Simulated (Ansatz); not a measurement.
The reference is GaS in the beta-GaS type structure (space group P6_3/mmc, No. 194; a = 3.591 Å, c = 15.450 Å; layered, stacked along the Cartesian z axis).

The change: hydrostatic tension (pressure −1 GPa).

Computed with PBE-D3(BJ) (Ansatz, a quantum-chemistry and plane-wave program; PAW; 420 eV plane waves; spin-orbit coupling left out), earlier PAW set.

Base, band edges from the VBM (valence, conduction): K -2.00, 1.75; H -1.86, 1.98; M -1.67, 1.56; L -1.94, 1.77; A -0.72, 2.08; Γ 0.00, 1.65 eV.

**Question.** Give the band edges at the high-symmetry points of the new zone, measured from its valence-band maximum.

**Answer.** 
```csv
point,valence edge (eV),conduction edge (eV)
Γ,0.00,1.72
M,-1.55,1.78
K,-1.85,2.03
A,-0.59,2.07
L,-1.74,1.94
H,-1.76,2.20
```

The gap is 1.72 eV, direct at Γ.

Load acts through the strain it causes; cell and atoms are relaxed under it. Whether these cells are dynamically stable was not tested.
